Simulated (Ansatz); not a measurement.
CsCl-type FeAl was calculated with HSE06 in Ansatz (plane waves, PAW).

Settings: plane-wave cutoff 460 eV, 10×10×10 k mesh, Fermi–Dirac smearing 0.05 eV, no spin polarisation, scalar-relativistic PAW data made under PBE.

Energies at three volumes about the minimum:

```tsv
V (Å³/atom)	E − E_lowest (meV/atom)
11.155	4.22
11.516	0.00
11.727	3.85
```

Task: Fit a parabola by hand: where is the minimum, what lattice constant follows, and what is the bulk modulus?

Result: Slopes: (0.00 − 4.22)/(11.516 − 11.155) = -11.690 and (3.85 − 0.00)/(11.727 − 11.516) = 18.246 meV/Å³. Curvature E″ = 2 × (18.246 − (-11.690))/(11.727 − 11.155) = 104.671 meV/Å⁶. From the middle of the first interval, the slope vanishes at V0 = 11.3355 − (-11.690)/104.671 = 11.447 Å³/atom. B = V0 E″ = 11.447 × 104.671 meV/Å³ × 0.1602 GPa per meV/Å³ = 192 GPa. With 2 atoms in the cube, a = (2 × 11.447)^(1/3) = 2.839 Å. The full Birch–Murnaghan fit to all volumes gives V0 = 11.441 Å³/atom and B0 = 193 GPa.

Measured, for comparison: bulk modulus 152 GPa (room temperature, no zero-point or thermal correction; as tabulated in Yamada et al. (2019), arXiv:1910.09660); lattice constant a 2.910 Å (room temperature, no zero-point or thermal correction; as tabulated in Liu et al. (2023), doi:10.1107/s2414314623010659). Computed less measured: bulk modulus +27 %.

Note: the run has no spin polarisation, so it can have missed a magnetic state.

Ansatz is a first-principles code.
